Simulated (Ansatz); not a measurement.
A constructed model of the (111) surface of fcc Pd, a pseudomorphic layer of Au in the other hollow (bottom of the slab: a bare face, its two planes held)

Calculation: PBE (plane waves to 420 eV, PAW; Ansatz, a first-principles code).

Slab: 7 atoms, 13.8 Å thick at the start; k 15x15x1, smearing 0.1 eV, dipole-corrected; 2 atoms held, the rest relaxed; symmetry of the start imposed; no spin, no spin-orbit, no U. In PBE it lies 0.02 eV a 1x1 cell over the lowest computed structure of the same composition (a pseudomorphic layer of Au in the host's stacking).

* **work function of the top face**: 5.20 eV
* **energy released by relaxation**: 0.006 eV
* **cost**: about 60 core-seconds (a rough figure)
